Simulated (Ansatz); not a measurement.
The starting structures come from a database of crystals and need not be the phases stable at ambient conditions.

By LDA, the system below comes out a metal.

Given:

```
CELL_PARAMETERS angstrom
      4.90337     0.00000     0.00000
      0.00000     4.90337     0.00000
      0.00000     0.00000     4.90337
ATOMIC_POSITIONS crystal
  Ir 0.50000 0.50000 0.00000
  Ir 0.00000 0.50000 0.50000
  Ir 0.00000 0.00000 0.00000
  Ir 0.50000 0.00000 0.50000
  O  0.84987 0.15013 0.34987
  O  0.15013 0.84987 0.65013
  O  0.65013 0.84987 0.84987
  O  0.34987 0.15013 0.15013
  O  0.34987 0.34987 0.65013
  O  0.65013 0.65013 0.34987
  O  0.15013 0.65013 0.15013
  O  0.84987 0.34987 0.84987
```

Space group of this cell: Pa-3. The cell is taken as given; by LDA its mean pressure is -15.3 GPa.

The current flows along the normal of the first two printed cell vectors, the (001) plane of the conventional cell. No spin-orbit coupling; the value is a mean over 0.1 eV about the Fermi level.

Q: Predict the ballistic conductance per area from LDA run with Ansatz (a quantum-chemistry and plane-wave program).

A: 0.93 × 10¹⁵ S/m² for both spins.
